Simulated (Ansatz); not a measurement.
Input:

Host crystal: corundum, with a band gap (PBE, scalar-relativistic without spin-orbit coupling).

End structure of Ti on the 1x1 (0001) surface of corundum (cut with top plane Al), one in a 1x1 cell, started at the site 'bridge O-O (span 2.6 Å)':

```yaml
crystal:
  lattice:
    - [4.80875, 0.00000, 0.00000]
    - [-2.40438, 4.16450, 0.00000]
    - [0.00000, 0.00000, 27.50000]
  atoms:
    - { symbol: Al, position: [0.66667, 0.33333, 0.37743] }
    - { symbol: O, position: [0.65631, 0.68187, 0.38078] }
    - { symbol: O, position: [0.31813, 0.97443, 0.38078] }
    - { symbol: O, position: [0.02557, 0.34369, 0.38078] }
    - { symbol: Al, position: [0.00000, 0.00000, 0.41229] }
    - { symbol: Al, position: [0.33333, 0.66667, 0.42276] }
    - { symbol: O, position: [0.31288, 0.31024, 0.45957] }
    - { symbol: O, position: [0.99736, 0.68712, 0.45957] }
    - { symbol: O, position: [0.68976, 0.00264, 0.45957] }
    - { symbol: Al, position: [0.66663, 0.33331, 0.49206] }
    - { symbol: Al, position: [0.99994, 0.99996, 0.50838] }
    - { symbol: O, position: [0.97336, 0.33214, 0.53991] }
    - { symbol: O, position: [0.66774, 0.64125, 0.53991] }
    - { symbol: O, position: [0.35864, 0.02652, 0.53991] }
    - { symbol: Al, position: [0.33322, 0.66662, 0.57158] }
    - { symbol: Al, position: [0.66652, 0.33326, 0.58818] }
    - { symbol: O, position: [0.63952, 0.97763, 0.61929] }
    - { symbol: O, position: [0.33786, 0.36028, 0.61929] }
    - { symbol: O, position: [0.02216, 0.66194, 0.61929] }
    - { symbol: Al, position: [0.99985, 0.99994, 0.64811] }
    - { symbol: Ti, position: [0.33308, 0.66657, 0.67613] }
```

Set-up: 21 atoms, 6.7 Å thick at the start under the adsorbate (thin: gaps and levels are the slab's own); mesh 6x6x1; 0.01 eV smearing; dipole correction on; 9 atoms held, the rest relaxed; no symmetry held; spin-polarised, ending with about 2.0 μB a cell; orders that need a larger cell were not tried, no spin-orbit, no U, no dispersion correction. At the end it is bonded to 4 Al + 3 O. In PBE it is, or lies within 0.03 eV of, the lowest of the starts that converged.

A negative adsorption energy means that the adsorbate is more stable on the surface than in its reference.

**Question.** What is the computed adsorption energy against an atom of hcp Ti (PBE (Ansatz, a first-principles code))?

**Answer.** 1.55 eV

**Question.** What is the computed highest filled level below the top vacuum level (PBE)?

**Answer.** 3.20 eV

**Question.** What gap of the slab on its k-mesh does PBE give?

**Answer.** 0.11 eV

**Question.** Estimate the change of the step from the bottom to the top vacuum level, against the clean slab that PBE returns for this input.

**Answer.** -0.073 eV
